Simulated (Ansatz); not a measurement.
ZnS, response to strain

The parent structure is ZnS in the zinc blende structure (space group F-43m, No. 216; a = 5.2968 Å). Axes: x, y, z lie along the cube axes.

Strains are applied to the cell and any free atomic positions relax.

The values are results of LDA, PAW, 420 eV (Ansatz, a quantum-chemistry and plane-wave program; spin-orbit coupling left out), not measurements.

Notes on the quantities. energy relative to the base: free energy F; pressure: mean of the normal stresses, compression positive.

```
variant                      energy relative to the base  band gap   pressure  volume per atom
---------------------------  ---------------------------  --------  ---------  ---------------
base                                          0 meV/atom   2.13 eV  -0.01 GPa         18.58 Å³
tensor shear ε_xy = +1.14 %                +1.6 meV/atom       ___   0.00 GPa         18.57 Å³
tensor shear ε_xy = +0.86 %                +0.9 meV/atom   2.07 eV  -0.01 GPa         18.57 Å³
tensor shear ε_xy = +1.71 %                +3.5 meV/atom       ___   0.00 GPa         18.57 Å³
tensor shear ε_xy = +0.29 %                +0.1 meV/atom   2.11 eV  -0.01 GPa         18.58 Å³
tensor shear ε_xy = +1.43 %                +2.5 meV/atom   2.03 eV   0.00 GPa         18.57 Å³
tensor shear ε_xy = +0.57 %                +0.4 meV/atom       ___  -0.01 GPa         18.58 Å³
tensor shear ε_xy = +2.00 %                +4.8 meV/atom       ___   0.00 GPa         18.57 Å³
```

Question: What belongs in the blanks?

Answer: 
- tensor shear ε_xy = +1.14 %, band gap: 2.05 eV
- tensor shear ε_xy = +1.71 %, band gap: 2.01 eV
- tensor shear ε_xy = +0.57 %, band gap: 2.09 eV
- tensor shear ε_xy = +2.00 %, band gap: 1.98 eV

No phonon test of stability was made.
